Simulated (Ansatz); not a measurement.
The reference is CsBr in the CsCl type structure (space group Pm-3m, No. 221; a = 4.323 Å). Axes: x, y, z lie along the cube axes.

All numbers come from r2SCAN/PAW in Ansatz (a first-principles code), no spin-orbit coupling.

Base values:

| Item | Result |
|---|---|
| Band gap | 5.19 eV |
| Shortest interatomic distance | 374.4 pm |

Now apply this change: a free-standing slab of 5 layers (10 atoms, 2 a layer) is cut normal to [110], with 15 Å of vacuum and the in-plane cell held at bulk.

Question: Predict the new band gap.

Answer: The band gap shrinks by 0.52 eV (5.19 eV → 4.67 eV).

Question: How does this affect the shortest interatomic distance?

Answer: The shortest interatomic distance drops by 5.4 pm, from 374.4 pm to 369.0 pm.

No phonon test of stability was made.
